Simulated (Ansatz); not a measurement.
The starting structures come from a database of crystals and need not be the phases stable at ambient conditions.

Inside the gap of an insulator the Bloch states are evanescent, with a wavenumber k + iκ along the transport direction.

Input:

```
ZrS3
1.0
    6.23547    -0.02328     0.01762
    0.92198     8.85299     0.01268
    2.07993    -0.22082     2.94133
Zr S
2 6
Direct
  0.71660   0.65636   0.03340
  0.28340   0.34364   0.96660
  0.12101   0.16420   0.62899
  0.87899   0.83580   0.37101
  0.76229   0.44424   0.48771
  0.23771   0.55576   0.51229
  0.47028   0.83064   0.77972
  0.52972   0.16936   0.22028
```

Space group of this cell: P2_1/m. The cell was relaxed by PBE-D3(BJ); by r2SCAN its mean pressure is 2.4 GPa.

Transport runs along the normal of the first two printed cell vectors.

No gap correction and no spin-orbit coupling; mid-gap values are interpolated between computed energies.

Predict the band gap and the smallest decay constant κ at mid-gap from r2SCAN (Ansatz, an electronic-structure program).

Gap 1.38 eV on a 10×4×10 mesh; κ = 0.201 1/Å, at (0.000, 0.250) of the in-plane reciprocal vectors. At the zone centre, at the nearest computed energy, the slowest state has κ = 0.20 1/Å.
